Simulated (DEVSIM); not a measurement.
Structure: abrupt Si n-p junction, at 250 K.

Layer 1 from the left is Si, thickness (μm) 7.20, Nd (cm⁻³) 1.8e16, τn (s) 6.2e-7, τp (s) 6.2e-7. Layer 2 from the left is Si, thickness (μm) 20.0, Na (cm⁻³) 1.4e14, τn (s) 6.2e-7, τp (s) 6.2e-7.

Left contact: ohmic. Right contact: ohmic. Voltage is applied to the left contact. Recombination: SRH at mid-gap, Auger. Mobility is μmin + (μ − μmin)/(1 + (N/Nref)^α).

The device is made up for the run: typed textbook-type constants, with dimensions and the other settings drawn at random. Values at 300 K; Nc and Nv go as T^1.5, mobilities as T to minus their exponent, the gap by Varshni's rule with the affinity fixed.

Si: gap (eV) 1.124, affinity (eV) 4.05, permittivity 11.7, Nc (cm⁻³) 2.86e19, Nv (cm⁻³) 3.1e19, μn (cm²/Vs) 1417, μp (cm²/Vs) 470, μn,min 52, μp,min 45, Nref,n 9.7e16, Nref,p 2.2e17, αn 0.68, αp 0.72, T exponent of μn 2.3, T exponent of μp 2.2, Cn (cm⁶/s) 2.8e-31, Cp (cm⁶/s) 9.9e-32, Varshni α (eV/K) 0.000473, Varshni β (K) 636.

Simulated with DEVSIM: 1D drift-diffusion, Boltzmann statistics, complete ionisation; no tunnelling, impact ionisation, image-force lowering or self-heating.

Dark forward current:

```csv
|V| (V),|J| (A/cm²)
0.05,5.068e-10
0.10,2.111e-9
0.15,7.631e-9
0.20,2.777e-8
0.25,1.101e-7
0.30,5.271e-7
0.35,3.298e-6
0.40,2.619e-5
0.45,0.0002388
0.50,0.002306
0.55,0.02228
0.60,0.1895
0.65,1.132
0.70,4.632
0.75,13.95
0.80,31.81
0.85,58.09
0.90,90.81
0.95,127.5
1.00,165.9
1.05,203.7
1.10,239.7
1.15,273.3
1.20,304.5
1.25,333.5
1.30,360.5
```

### Question
Work out the local ideality factor n = ΔV / (kT/q · ln(J2/J1)) between the rows 0.10 and 0.15 V, 0.50 and 0.55 V, 1.25 and 1.30 V.

### Answer
kT/q = 21.54 mV. From 0.10 to 0.15 V: ln(7.631e-9/2.111e-9) = 1.285, n = 1.81. From 0.50 to 0.55 V: ln(0.02228/0.002306) = 2.268, n = 1.02, near the 1 of diffusion or emission over a barrier. From 1.25 to 1.30 V: ln(360.5/333.5) = 0.078, n = 29.82.

### Question
Estimate the current at 0.45 V from the Shockley equation with J0 = Σ q ni² D/(N L) coth(W/L), τ joining the SRH, radiative and Auger lifetimes that are on, and W taken as the whole layer.

### Answer
ni² = 6.36e15 cm⁻⁶; holes in the n layer: μ = 612 cm²/Vs, D = 13.2 cm²/s, τ = 6.20e-7 s, L = 28.6 μm, W/L = 0.25, term 1.06e-15 A/cm²; electrons in the p layer: μ = 2130 cm²/Vs, D = 45.9 cm²/s, τ = 6.20e-7 s, L = 53.3 μm, W/L = 0.37, term 1.75e-13 A/cm². J0 = 1.76e-13 A/cm², and J = J0 exp(qV/kT) = 0.000208 A/cm². The simulation gives 0.000239 A/cm²; the estimate lies 13 % below. The estimate leaves out recombination in the depletion region and that region's share of W.
